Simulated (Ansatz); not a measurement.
The reference is MgO in the rock salt structure (space group Fm-3m, No. 225; a = 4.159 Å). Axes: x, y, z lie along the cube axes.

Structures relaxed with LDA (Ansatz, a first-principles code), without spin-orbit coupling.

Base:

Simulated powder pattern, Cu Kα1, λ = 1.54056 Å (kinematic, ideal powder, no thermal factors, no anomalous dispersion; the 10 strongest lines at most, above 2 %, up to 2θ = 90°):

```json
[
 {"2θ (°)": "37.42", "I/Imax (%)": "11", "hkl": "(111)"},
 {"2θ (°)": "43.48", "I/Imax (%)": "100", "hkl": "(200)"},
 {"2θ (°)": "63.18", "I/Imax (%)": "55", "hkl": "(220)"},
 {"2θ (°)": "75.79", "I/Imax (%)": "7.0", "hkl": "(311)"},
 {"2θ (°)": "79.82", "I/Imax (%)": "16", "hkl": "(222)"}
]
```

After one change:

Simulated powder pattern, Cu Kα1, λ = 1.54056 Å (kinematic, ideal powder, no thermal factors, no anomalous dispersion; the 10 strongest lines at most, above 2 %, up to 2θ = 90°):

| 2θ (°) | I/Imax (%) |
|---|---|
| 37.69 | 16 |
| 43.48 | 100 |
| 44.41 | 47 |
| 63.18 | 28 |
| 63.90 | 53 |
| 75.96 | 6.9 |
| 77.29 | 3.3 |
| 80.47 | 24 |

Question: What was done to the base?
A. uniaxial strain ε_zz = −0.50 %
B. uniaxial strain ε_zz = +1.50 %
C. uniaxial strain ε_zz = −2.00 %
D. uniaxial strain ε_zz = +1.00 %

Answer: C, uniaxial strain ε_zz = −2.00 %. Its volume per atom is 8.81 Å³ against 8.99 Å³, and its space group is I4/mmm (No. 139).

Whether these cells are dynamically stable was not tested.
